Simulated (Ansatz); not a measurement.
Given:

```yaml
crystal:
  lattice:
    - [3.84016, 0.00000, 0.00000]
    - [-1.92008, 3.32567, 0.00000]
    - [0.00000, 0.00000, 6.00582]
  atoms:
    - { symbol: Sn, position: [0.00000, 0.00000, 0.00000] }
    - { symbol: Se, position: [0.66667, 0.33333, 0.73467] }
    - { symbol: Se, position: [0.33333, 0.66667, 0.26533] }
```

These are PBE+D3BJ, rigid bands (plane waves, PAW, scalar-relativistic; Ansatz, a quantum-chemistry and plane-wave program) values and carry that method's errors. Condition of this run: functional PBE, cell relaxed with it. Geometry: cell and atoms relaxed with PBE+d3bj.

Question: What conductivity effective mass do dilute electrons have at 300 K?

Answer: 0.29 (x), 0.29 (y), 0.25 (z) mₑ.

Question: And the band gap?

Answer: 0.33 eV at this level; semilocal functionals usually fall short of the measured gap.

Rigid bands, one relaxation time for all states, no polarons. Spin-orbit coupling is left out; where it splits the top of the valence band it changes the hole mass and lowers the gap by about a third of the splitting. Geometry: cell and atoms relaxed with PBE+D3(BJ).

Formula and space group known from diffraction (Crystallography Open Database), not checked to be the room-temperature form: SnSe2 (P-3m1).
